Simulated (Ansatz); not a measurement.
# BaHfO3, response to strain

Consider BaHfO3 in the cubic perovskite structure (space group Pm-3m, No. 221).

```
CELL_PARAMETERS angstrom
      4.15753     0.00000     0.00000
      0.00000     4.15753     0.00000
      0.00000     0.00000     4.15753
ATOMIC_POSITIONS crystal
  Ba 0.00000 0.00000 0.00000
  Hf 0.50000 0.50000 0.50000
  O  0.50000 0.00000 0.50000
  O  0.00000 0.50000 0.50000
  O  0.50000 0.50000 0.00000
```

Cartesian axes are those of the cell as printed.

Strains are applied to the cell and any free atomic positions relax; under biaxial strain the out-of-plane vector relaxes too.

The values are results of PBEsol (Ansatz, a quantum-chemistry and plane-wave program; PAW; 420 eV plane waves; no SOC), not measurements.

```json
[
 {"case": "base", "smallest direct gap": "3.67 eV", "band gap": "3.58 eV", "shortest interatomic distance": "207.9 pm"},
 {"case": "biaxial strain −2.50 %, plane normal [111], relaxed out of plane", "smallest direct gap": "–", "band gap": "3.41 eV", "shortest interatomic distance": "205.8 pm"},
 {"case": "biaxial strain −2.00 %, plane normal [111], relaxed out of plane", "smallest direct gap": "3.48 eV", "band gap": "3.46 eV", "shortest interatomic distance": "206.2 pm"},
 {"case": "biaxial strain −1.50 %, plane normal [111], relaxed out of plane", "smallest direct gap": "3.53 eV", "band gap": "3.50 eV", "shortest interatomic distance": "206.6 pm"},
 {"case": "biaxial strain −1.00 %, plane normal [111], relaxed out of plane", "smallest direct gap": "3.58 eV", "band gap": "3.54 eV", "shortest interatomic distance": "207.0 pm"},
 {"case": "biaxial strain −0.50 %, plane normal [111], relaxed out of plane", "smallest direct gap": "3.63 eV", "band gap": "3.56 eV", "shortest interatomic distance": "207.4 pm"}
]
```

With Hf present, leaving out spin-orbit coupling can change the band edges. Stability against distortions was not tested.
